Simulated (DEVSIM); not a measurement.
Structure: Au/SiO2/p-InP capacitor, at 300 K.

```
layer (left to right)  material  thickness (nm)  Na (cm⁻³)
---------------------  --------  --------------  ---------
1                          SiO2            4.80          -
2                           InP           12000     2.6e15
```

Metal gate on the left, work function 5.1 eV. Fixed charge at the semiconductor interface 0 cm⁻² (in units of +e); no interface traps.

Constants are typed, rounded textbook-type inputs, not results; the design itself was drawn at random and stands for no fabricated device. Values at 300 K.

```
parameter      SiO2     InP
-------------  ----  ------
gap (eV)          9   1.344
affinity (eV)   0.9    4.38
permittivity    3.9    12.5
Nc (cm⁻³)         -  5.7e17
Nv (cm⁻³)         -  1.1e19
```

DEVSIM, 1D Poisson equation in equilibrium, Boltzmann statistics, complete ionisation; no quantum confinement or tunnelling. Metal contacts follow the ideal Schottky-Mott rule: no Fermi-level pinning, no interface dipoles.

The interface trap density was swept, all else fixed.

| interface trap density (cm^-2 eV^-1) | flat-band voltage (V) | minimum of the low-frequency capacitance (μF/cm²) | threshold voltage (band bending 2φF) (V) |
|---|---|---|---|
| 0 | -0.41 | 0.0163 | 0.62 |
| 1e10 | -0.41 | 0.0178 | 0.62 |
| 1e11 | -0.42 | 0.0313 | 0.63 |
| 3e11 | -0.44 | [?] | [?] |
| 1e12 | -0.51 | 0.142 | 0.74 |
| 2e12 | -0.61 | 0.230 | 0.86 |

Q: Fill in the missing entries.

A: 
- 3e11, minimum of the low-frequency capacitance (μF/cm²): 0.0595
- 3e11, threshold voltage (band bending 2φF) (V): 0.66
